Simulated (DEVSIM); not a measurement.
Device: Co/Si3N4/p-In0.53Ga0.47As capacitor, at 400 K.

```csv
layer (left to right),material,thickness (nm),Na (cm⁻³)
1,Si3N4,30.0,-
2,In0.53Ga0.47As,1600,1.2e17
```

Metal gate on the left, work function 5 eV. Fixed charge at the semiconductor interface 0 cm⁻² (in units of +e); no interface traps.

Constants are typed, rounded textbook-type inputs, not results; the design itself was drawn at random and stands for no fabricated device. Values at 300 K; Nc and Nv go as T^1.5, mobilities as T to minus their exponent, the gap by Varshni's rule with the affinity fixed.

| parameter | Si3N4 | In0.53Ga0.47As |
|---|---|---|
| gap (eV) | 5.1 | 0.74 |
| affinity (eV) | 2.1 | 4.51 |
| permittivity | 7.5 | 13.9 |
| Nc (cm⁻³) | - | 2.1e17 |
| Nv (cm⁻³) | - | 7.7e18 |
| Varshni α (eV/K) | - | 0.00035 |
| Varshni β (K) | - | 190 |

Model (solved in DEVSIM): 1D Poisson equation in equilibrium, Boltzmann statistics, complete ionisation; no quantum confinement or tunnelling. Metal contacts follow the ideal Schottky-Mott rule: no Fermi-level pinning, no interface dipoles.

The gate work function was swept, all else fixed.

| gate work function (eV) | threshold voltage (band bending 2φF) (V) | flat-band voltage (V) |
|---|---|---|
| 4.7 | 0.86 | -0.36 |
| 4.85 | 1.01 | -0.21 |
| 5 | 1.16 | -0.06 |
| 5.15 | 1.31 | 0.09 |
| 5.3 | 1.46 | 0.24 |

From the first row to the last the threshold voltage (band bending 2φF) goes from 0.86 to 1.46. From the first row to the last the flat-band voltage goes from -0.36 to 0.24.
